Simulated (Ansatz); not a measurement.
CsCl-type FeAl: LDA at its full settings (plane-wave cutoff 520 eV, 18×18×18 k mesh, Fermi–Dirac smearing 0.05 eV, no spin polarisation, scalar-relativistic PAW data made under PBE) and at cheaper ones, in a cell of 2 atoms with Γ-centred meshes.

| level and setting | lattice constant a (Å) | bulk modulus (GPa) |
|---|---|---|
| LDA (Ansatz) | 2.812 | 207 |
| LDA (Γ point alone) (Ansatz) | 2.718 | 243 |
| LDA (2×2×2 k mesh) (Ansatz) | ___ | 207 |
| LDA (4×4×4 k mesh) (Ansatz) | 2.806 | 209 |

Task: Some entries are withheld; supply them.

Result: 
- LDA (2×2×2 k mesh) (Ansatz, a program for electronic structure), lattice constant a (Å): 2.836

Largest shifts from the full settings: lattice constant a -3.34 % (LDA (Γ point alone)), against a difference of -3.37 % of the full result from the reference 2.910 Å (measured, room temperature, not corrected to a static lattice; as tabulated in Liu et al. (2023), doi:10.1107/s2414314623010659); bulk modulus +17.4 % (LDA (Γ point alone)), against a difference of +36 % of the full result from the reference 152 GPa (measured, room temperature, no zero-point or thermal correction; as tabulated in Yamada et al. (2019), arXiv:1910.09660).

Ansatz's density-functional and Hartree–Fock values are scalar-relativistic unless marked +SOC, with PAW data made under PBE.

Run with cheap settings on purpose, which may leave them unconverged: LDA (2×2×2 k mesh), LDA (4×4×4 k mesh), LDA (Γ point alone).
